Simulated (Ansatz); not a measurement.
**Ge2Sb2Te5 (model structure, P3m1, No. 156, 9 atoms in the cell): properties by level of theory**

| level (code) | equilibrium lattice constant a (Å) | lattice parameter c (Å) | cohesive energy (eV/atom) | band gap (eV) |
|---|---|---|---|---|
| LDA (Ansatz) | 4.187 | 16.792 | 3.75 | 0.16 |
| PBE (Ansatz) | ___ | 17.711 | 2.87 | ___ |
| PBE-D3(BJ) (Ansatz) | 4.246 | 17.317 | 3.29 | 0.24 |
| r²SCAN (Ansatz) | 4.244 | 18.005 | ___ | 0.31 |
| r²SCAN+rVV10 (Ansatz) | ___ | ___ | ___ | 0.20 |

Q: Fill in the missing entries.

A: 
- PBE (Ansatz, a quantum-chemistry and plane-wave program), equilibrium lattice constant a (Å): 4.282
- PBE (Ansatz), band gap (eV): 0.27
- r²SCAN (Ansatz), cohesive energy (eV/atom): 2.76
- r²SCAN+rVV10 (Ansatz), equilibrium lattice constant a (Å): 4.226
- r²SCAN+rVV10 (Ansatz), lattice parameter c (Å): 17.547
- r²SCAN+rVV10 (Ansatz), cohesive energy (eV/atom): 3.00

Computed values are for a static lattice. Spin–orbit coupling is included only where a level's name says +SOC; with heavier elements it mostly lowers gaps and can invert bands.  PBE-D3(BJ): a distance lies near a switch of the dispersion term, which can move the cell. Each level is taken at its own relaxed cell. Cutoffs differ between the levels. Ansatz's density-functional and Hartree–Fock values are scalar-relativistic unless marked +SOC, with PAW data made under PBE.

Caveats: a distance lies near a switch of the dispersion term, which can move the cell (PBE-D3(BJ)). Ansatz's density-functional and Hartree–Fock values are scalar-relativistic unless marked +SOC, with PAW data made under PBE.

Free atoms are spin-polarised, in the lowest state found; at levels without +SOC their spin–orbit coupling is left out.

The computed numbers hold no vibrational or temperature effects.

A model structure was made by putting elements into a prototype or built by hand; it is no filed structure, need not be a known phase, and can be a saddle point held by its symmetry.
